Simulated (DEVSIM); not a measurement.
Si p+/n-/n+ power diode

Structure: Si p+/n-/n+ power diode, at 300 K.

| layer (left to right) | material | thickness (μm) | Nd (cm⁻³) | Na (cm⁻³) | τn (s) | τp (s) |
|---|---|---|---|---|---|---|
| 1 | Si | 4.20 | - | 7.7e18 | 3.7e-6 | 3.7e-6 |
| 2 | Si | 9.90 | 1.5e14 | - | 3.7e-6 | 3.7e-6 |
| 3 | Si | 6.30 | 1.3e18 | - | 3.7e-6 | 3.7e-6 |

Left contact: ohmic. Right contact: ohmic. Voltage is applied to the left contact. Recombination: SRH at mid-gap, Auger. Mobility is constant in doping.

Constants are typed, rounded textbook-type inputs, not results; the design itself was drawn at random and stands for no fabricated device. Values at 300 K.

```tsv
parameter	Si
gap (eV)	1.124
affinity (eV)	4.05
permittivity	11.7
Nc (cm⁻³)	2.86e19
Nv (cm⁻³)	3.1e19
μn (cm²/Vs)	1417
μp (cm²/Vs)	470
Cn (cm⁶/s)	2.8e-31
Cp (cm⁶/s)	9.9e-32
```

Simulated with DEVSIM: 1D drift-diffusion, Boltzmann statistics, complete ionisation; no tunnelling, impact ionisation, image-force lowering or self-heating.

```json
{
  "potential_step_across_the_device_at_zero_bias": "1.008 V",
  "Dark forward voltage at 1 A/cm²": "0.724 V",
  "Dark forward voltage at 100 A/cm²": "0.854 V"
}
```

Dark reverse current:

```tsv
V (V)	J (A/cm²)
-2.00	-7.2e-8
-5.00	-1.3e-7
-10.00	-1.9e-7
-15.00	-2.1e-7
-20.00	-2.2e-7
-30.00	-2.2e-7
-40.00	-2.3e-7
-50.00	-2.3e-7
-65.00	-2.3e-7
-80.00	-2.3e-7
-100.00	-2.3e-7
```

Small-signal capacitance in reverse bias (quasi-static):

```
V (V)  C (nF/cm²)
-----  ----------
-2           2.20
-5           1.49
-10          1.11
-15          1.06
-20          1.05
-30          1.05
-40          1.05
-50          1.05
-65          1.05
-80          1.05
-100         1.05
```
